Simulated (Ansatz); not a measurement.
Here is the system:

Host crystal: anatase TiO2, with a band gap (PBE, scalar-relativistic without spin-orbit coupling).

End structure of F on the 1x1 (101) surface of anatase TiO2 (cut with top plane O), one in a 2x1 cell, started at the site 'over Ti at depth 0.9 Å':

```xyz
37
Lattice="7.5975 0.0000 0.0000 1.8994 5.2090 0.0000 0.0000 0.0000 28.5000" Properties=species:S:1:pos:R:3 pbc="T T T"
O      1.8994     2.2734     9.5548
O      5.6981     2.2734     9.5548
Ti     1.8994     3.8696    10.4672
Ti     5.6981     3.8696    10.4672
O      3.7988     4.3968    10.2347
O      7.5975     4.3968    10.2347
O      3.7988     0.6610    10.9426
O      7.5975     0.6610    10.9426
Ti     1.8994     1.0646    10.9433
Ti     5.6981     1.0646    10.9433
O      1.8994     2.8956    11.9562
O      5.6981     2.8956    11.9562
O      1.8994     0.6402    13.0347
O      5.6981     0.6402    13.0347
Ti     1.9029     2.2983    13.9167
Ti     5.6931     2.3870    13.9538
O      3.7952     2.7797    14.0209
O      7.6013     2.8040    13.9817
O      1.9019     4.3473    14.5011
O      5.6966     4.3229    14.5010
Ti     3.7836     4.6553    14.7353
Ti     7.6189     4.7091    14.5383
O      1.8860     1.3163    15.4791
O      5.7104     1.3051    15.4601
O      3.8064     4.2624    16.5784
O      7.5934     4.2532    16.4987
Ti     1.9119     0.8473    17.5074
Ti     5.6847     0.9085    17.5164
O      3.7983     1.2816    17.5203
O      7.5996     1.2659    17.5053
O      1.8711     2.7865    18.2083
O      5.7304     2.7666    18.2156
Ti     3.7823     3.1913    18.5018
Ti     7.6085     3.2879    18.0062
O      3.7903     4.9709    18.9701
O      7.5982     4.9007    18.9004
F      3.7976     2.5036    20.1333
```

Model: 37-atom slab, 9.4 Å thick at the start under the adsorbate (thin: gaps and levels are the slab's own), 3x4x1 mesh, Fermi-Dirac 0.01 eV, dipole correction, 14 atoms held, the rest relaxed; no symmetry held; spin-polarised, ending with about 1.0 μB a cell, a value that depends on the mesh; orders that need a larger cell were not tried, no spin-orbit, no U, no dispersion correction. The slab shows no gap over 0.04 eV on its mesh. At the end it is bonded to Ti. In PBE it is, or lies within 0.03 eV of, the lowest of the starts that converged.

A negative adsorption energy means that the adsorbate is more stable on the surface than in its reference.

Question: Estimate the work function of the top face that Ansatz (a program for electronic structure) with PBE returns for this input.

Answer: 8.57 eV

Question: What is the computed change of the step from the bottom to the top vacuum level, against the clean slab (PBE)?

Answer: 1.16 eV

Question: Predict the adsorption energy against ½ F2(g) from PBE.

Answer: -0.80 eV
